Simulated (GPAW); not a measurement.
Worked example: self-consistent single point of CdTe (F-43m, 2 atoms in the cell) in GPAW.

Method: LDA (Perdew-Wang 92), GPAW PAW datasets LDA (gpaw-data 1.0.1) (plane waves; GPAW).

```yaml
crystal:
  lattice:
    - [0.00000, 3.24000, 3.24000]
    - [3.24000, 0.00000, 3.24000]
    - [3.24000, 3.24000, 0.00000]
  atoms:
    - { symbol: Cd, position: [0.00000, 0.00000, 0.00000] }
    - { symbol: Te, position: [0.25000, 0.25000, 0.25000] }
```

Reference input (self-consistent single point, DFT PBE, plane waves, GPAW PAW datasets PBE (gpaw-data 1.0.1)): mode = pw; ecut = 550 eV; xc = PBE; kpts = 5 5 5; mesh shift (steps) = 0 0 0; occupations.name = fermi-dirac; occupations.width = 0.05 eV; nbands = -6; convergence.density = 1e-05 e/electron; convergence.energy = 1e-05 eV/electron; convergence.bands = -4; symmetry.symmorphic = false. This run's input differs from it in these lines:

```diff
@@ -13,3 +13,3 @@
 calc = GPAW(mode=PW(550),
-            xc='PBE',
+            xc='LDA',
             kpts=(5, 5, 5),
```

Its files differ too (potentials: GPAW PAW datasets LDA (gpaw-data 1.0.1)).

Output (repeated stretches shortened):

```
     iter     time        total  log10-change:
                         energy   eigst   dens
iter:   1 --:--:--    -6.534552   +0.31
iter:   2 --:--:--    -6.492823   -1.16  -1.28
iter:   3 --:--:--    -6.326751   -1.38  -1.32
iter:   4 --:--:--    -6.328971   -2.76  -1.66
iter:   5 --:--:--    -6.320574   -2.28  -1.70
iter:   6 --:--:--    -6.307860   -3.23  -2.31
iter:   7 --:--:--    -6.307104   -4.19  -2.74
iter:   8 --:--:--    -6.306830   -3.84  -2.83
iter:   9 --:--:--    -6.306847   -5.43  -3.33
iter:  10 --:--:--    -6.306710c  -4.74  -3.31
iter:  11 --:--:--    -6.306713c  -6.15  -3.66
iter:  12 --:--:--    -6.306708c  -6.52  -3.79
iter:  13 --:--:--    -6.306708c  -7.96c -4.52
iter:  14 --:--:--    -6.306708c  -8.09c -4.52
iter:  15 --:--:--    -6.306708c  -8.35c -4.28
iter:  16 --:--:--    -6.306708c  -9.77c -4.88
iter:  17 --:--:--    -6.306708c  -8.40c -4.90
iter:  18 --:--:--    -6.306708c  -9.89c -5.19c
Converged after 18 iterations.

Dipole moment: (-4.508872, -4.508872, -4.508872) |e|*Ang

Energy contributions relative to reference atoms: (reference = -336673.462795)

Kinetic:        +14.878558
Potential:      -13.702947
External:        +0.000000
XC:              -7.693676
Entropy (-ST):   -0.000105
Local:           +0.211409
SIC:             +0.000000
--------------------------
Free energy:     -6.306761
Extrapolated:    -6.306708

Showing only first 2 kpts
 Kpt  Band  Eigenvalues  Occupancy
  0     7      3.43324    1.99289
  0     8      3.43324    1.99289
  0     9      3.94100    0.02155
  0    10      7.94099    0.00000

  1     7      2.61519    2.00000
  1     8      2.61519    2.00000
  1     9      6.05926    0.00000
  1    10      6.78841    0.00000

Fermi level: 3.71501

Gap: 0.508 eV
Transition (v -> c):
  (s=0, k=0, n=8, [0.00, 0.00, 0.00]) -> (s=0, k=0, n=9, [0.00, 0.00, 0.00])
No difference between direct/indirect transitions
Energy (eV): -6.306708

Forces in eV/Ang:
  0 Cd    0.00000    0.00000    0.00000
  1 Te   -0.00000   -0.00000   -0.00000

Stress tensor:
     0.011204     0.000000     0.000000
     0.000000     0.011204    -0.000000
     0.000000    -0.000000     0.011204
Stress (GPa, Voigt): [ 1.7951  1.7951  1.7951 -0.      0.      0.    ]
```

The run converged in 18 iterations. GPAW prints stress with tension positive. Against the reference run the pressure goes from 2.22 to -1.80 GPa and the gap on the mesh goes from 0.768 to 0.508 eV.

The starting cell has typed, rounded lattice constants, without a prior relaxation at this level. Spin-orbit coupling is off.
